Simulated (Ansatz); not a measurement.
Defect: Ir vacancy in fcc Ir, neutral cell. Calculation: PBE, PAW (plane waves to 420 eV; Ansatz, a program for electronic structure).

Cell of 32 host sites held at the relaxed PBE lattice; a 2×2×2 k-point mesh shifted by half a step; Fermi-Dirac width 0.10 eV, spin-restricted; finite-size errors left in. No zero-point or tunnelling terms. Spin-orbit coupling is left out. Forms of the defect that were not tried may lie lower.

Barriers: single points on a 4×4×4 k-point mesh shifted by half a step at the bands' geometries (they differ from the bands' own by up to 0.20 eV, and are uncertain by about as much).

Relaxed starting cell (atoms counted from 1):

```
Ir
1.0
    7.74197     0.00000     0.00000
    0.00000     7.74197     0.00000
    0.00000     0.00000     7.74197
Ir
31
Direct
  0.99972   0.99996   0.50148
  0.99973   0.49996   0.00150
  0.99973   0.49996   0.50147
  0.49972   0.99997   0.00148
  0.49972   0.99996   0.50149
  0.49973   0.49996   0.00148
  0.49973   0.49995   0.50148
  0.99973   0.24857   0.25007
  0.99970   0.24858   0.75285
  0.99971   0.75136   0.25007
  0.99973   0.75135   0.75285
  0.49972   0.25012   0.25165
  0.49972   0.25013   0.75132
  0.49972   0.74979   0.25166
  0.49973   0.74979   0.75131
  0.24835   0.99995   0.25009
  0.24834   0.99996   0.75287
  0.24990   0.49997   0.25164
  0.24988   0.49997   0.75132
  0.75110   0.99996   0.25010
  0.75112   0.99996   0.75287
  0.74955   0.49997   0.25165
  0.74957   0.49996   0.75132
  0.24833   0.24856   0.00148
  0.24988   0.25011   0.50148
  0.24835   0.75136   0.00148
  0.24990   0.74979   0.50148
  0.75110   0.24859   0.00149
  0.74955   0.25014   0.50147
  0.75111   0.75136   0.00147
  0.74956   0.74981   0.50148
```

End state 1 differs by these moves (Å; atoms that move under 0.08 Å are left out):

| atom | element | Δx | Δy | Δz |
|---|---|---|---|---|
| 10 | Ir | 0.00 | 1.91 | -1.91 |

### Question
Predict the forward and backward barriers to end state 1 from PBE, PAW.

### Answer
forward 2.64 eV, backward 2.64 eV; at the saddle point atom 10 has neighbours 4 Ir at 2.52, 4 Ir at 3.00 Å. The saddle point's order was not checked, and it lies on a symmetry element of the cell, where a band can be held.
